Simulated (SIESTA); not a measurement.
Band structure of Li3Rh (Fm-3m, 4 atoms in the cell).

```
Li3Rh
1.0
    0.00000     2.98141     2.98141
    2.98141     0.00000     2.98141
    2.98141     2.98141     0.00000
Li Rh
3 1
Cartesian
  1.49070   1.49070   1.49070
  4.47211   4.47211   4.47211
  2.98141   2.98141   2.98141
  0.00000   0.00000   0.00000
```

Method of the run: GGA PBEsol, numerical atomic orbitals DZP, PseudoDojo PBEsol standard norm-conserving potentials (rewritten from UPF to PSML) in SIESTA 5.4.2.

Settings: XC.functional = GGA; XC.authors = PBEsol; potentials = PseudoDojo PBEsol standard; PAO.BasisSize = DZP; PAO.EnergyShift = 0.01 Ry; MeshCutoff = 400 Ry; kgrid.MonkhorstPack = 5 5 5; OccupationFunction = FD; ElectronicTemperature = 100 meV; PAO.Polarization.NonPerturbative = true; MaxSCFIterations = 150; SCF.Mixer.Method = Broyden; SCF.Mixer.Weight = 0.1; SCF.Mixer.History = 6.

The starting cell comes from a database of computed structures (which also holds hypothetical and non-ambient phases and stackings), without a prior relaxation at this level. Values carry the incompleteness of an atom-centred basis.

Levels in eV from the Fermi level, bands 10 to 15:
```
point     10     11     12     13     14    15
-----  -----  -----  -----  -----  -----  ----
Γ      -1.61  -1.61  -0.67  -0.67   5.61  5.61
X      -0.59  -0.59  -0.50  -0.29   0.47  1.09
W      -1.28  -1.28  -0.59  -0.05   0.96  0.96
K      -1.12  -0.97  -0.69  -0.44   0.64  1.36
L      -1.59  -1.15  -0.61  -0.61  -0.09  4.77
U      -1.12  -0.97  -0.69  -0.44   0.64  1.36
```

Higher empty bands are left out: an atom-centred basis made for the valence describes them poorly.
